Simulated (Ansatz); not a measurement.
The reference is InSb in the zinc blende structure (space group F-43m, No. 216; a = 6.450 Å). Axes: x, y, z lie along the cube axes.

Method: plane-wave PAW DFT at the LDA level (Ansatz, a quantum-chemistry and plane-wave program, 420 eV), no spin-orbit coupling.

For the base:

The volume per atom is 33.54 Å³.

Now apply this change: biaxial strain −2.08 %, plane normal [111], relaxed out of plane (Cartesian); in-plane vectors clamped, the third vector and the atoms free.

### Question
How does this affect the volume per atom?

### Answer
The volume per atom drops by 0.95 Å³, from 33.54 Å³ to 32.59 Å³.

Stability against distortions was not tested. The final runs are not spin-polarised.
